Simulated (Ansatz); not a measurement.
The starting structures come from a database of crystals and need not be the phases stable at ambient conditions.

 Where the default PAW files enter, the runs use the earlier of Ansatz's two default sets.

Input:

```
CELL_PARAMETERS angstrom
      4.50617     0.00000     0.00000
      0.00000     6.34882     0.00000
      0.00000     0.00000     4.50617
ATOMIC_POSITIONS crystal
  Al 0.00000 0.00000 0.00000
  In 0.50000 0.50000 0.50000
  Sb 0.50000 0.76663 0.00000
  Sb 0.00000 0.23337 0.50000
```

Space group of this cell: P-4m2. The cell is taken as given.

The numbers are results of r2SCAN (plane waves, PAW; Ansatz, a program for electronic structure), not measurements.

The current runs along the normal of the first two printed vectors; no spin-orbit coupling. Scaled by the factor s: both lengths across the current (ions clamped). Meshes 8×6×8 and 8×6 across the current in all rows.

| s | mean pressure (GPa) | band gap (eV) |
|---|---|---|
| 0.98 | 2.1 | ? |
| 1.00 | -0.1 | 0.94 |
| 1.02 | -1.8 | 0.61 |

**Question.** Take the slope of the band gap against ln s from the two given rows, extrapolate to s = 0.98, and say what the run there gives.

**Answer.** Slope = (0.61 − 0.94) / ln 1.02 = -16.7 eV. The line gives 0.94 + (-16.7) × ln 0.98 = 1.28 eV. The run gives 1.03 eV, 0.25 eV under the line, 73 % of the predicted step.
